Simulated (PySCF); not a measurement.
PySCF 2.14.0, WB97X/def2-svp, df: Mo(NH)(OH)4 ([NH]=[Mo]([OH])([OH])([OH])[OH]), 11 atoms. The geometry is a generated start, not checked to be a minimum at this level.

| Property | Result |
|---|---|
| task | energy |
| method | wb97x |
| basis | def2-svp |
| two-electron scheme | density fitting |
| mol.max_memory | 3000 MB |
| mf.max_cycle | 100 |
| mf.conv_tol | 1e-09 (default) |
| mf.grids.level | 3 (default) |
| effective core potentials | those of the basis set, past Kr |
| basis functions | 126 |
| grid points | 141712 |

```xyz
11

Mo    -0.0195     0.0560     0.0573
N      0.3327    -1.2108    -1.0663
H      0.5332    -1.9549    -1.7129
O      1.0207    -0.3451     1.4847
H      1.8548    -0.4309     1.9515
O     -1.2210     1.0804    -0.8267
H     -2.0602     1.2978    -1.2347
O     -1.4191    -0.5940     1.0125
H     -1.8113    -1.1996     1.6465
O      1.2218     1.3242    -0.3505
H      1.5678     1.9769    -0.9614
```

Charge 0 and multiplicity 1 are set for this test and not shown to be the ground state.

With the defaults (mf.DIIS = CDIIS, mf.diis = true, mf.damp = 0, mf.diis_start_cycle = 1, mf.init_guess = minao, mf.diis_space = 8, mf.level_shift = 0) it converges in 14 Fock builds. One run each on 2 threads, 1 BLAS thread, with these changes:
- mf.damp = 0.7, mf.diis_start_cycle = 8
- mf.level_shift = 0.1 Hartree
- mf.DIIS = EDIIS
- mf.diis_space = 5
- mf.diis_space = 3
- mf.diis = false, mf.damp = 0.7, mf.diis_start_cycle = 999
- mf.init_guess = mod_huckel
- mf.diis_space = 20
- mf.diis = false

Problem. Which runs fail or end elsewhere than the default run?

Solution. No convergence: mf.DIIS = EDIIS; mf.diis = false (the run ends without SCF convergence in 100 cycles). The rest reach the solution of the defaults.

```tsv
setting	Fock builds	end
the defaults	14	same solution
mf.diis_space = 20	14	same solution
mf.level_shift = 0.1 Hartree	15	same solution
mf.diis_space = 5	15	same solution
mf.init_guess = mod_huckel	18	same solution
mf.diis_space = 3	18	same solution
mf.damp = 0.7, mf.diis_start_cycle = 8	18	same solution
mf.diis = false, mf.damp = 0.7, mf.diis_start_cycle = 999	39	same solution
mf.DIIS = EDIIS	101	no convergence
mf.diis = false	101	no convergence
```
